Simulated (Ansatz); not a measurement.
The reference is Ir in the fcc (Cu type) structure (space group Fm-3m, No. 225; a = 3.845 Å; relaxed with 0.1 eV smearing). Axes: x, y, z lie along the cube axes.

The values are results of r2SCAN (Ansatz, a quantum-chemistry and plane-wave program; PAW; 500 eV plane waves; no spin-orbit coupling), not measurements.

Before the change:

* **Pressure**: 0.0 GPa

Perturbation: biaxial strain −1.50 %, plane normal [001], relaxed out of plane (Cartesian); in-plane vectors clamped, the third vector and the atoms free.

Task: Predict the new ratio −ε⊥/ε∥.

Result: The ratio −ε⊥/ε∥ is 0.80.

Task: What happens to the energy relative to the base?

Result: The energy grows by 14 meV/atom.

Task: How does this affect the pressure?

Result: The pressure (mean of the normal stresses, compression positive) goes from zero to 7.4 GPa.

Whether these cells are dynamically stable was not tested. The final runs are not spin-polarised.
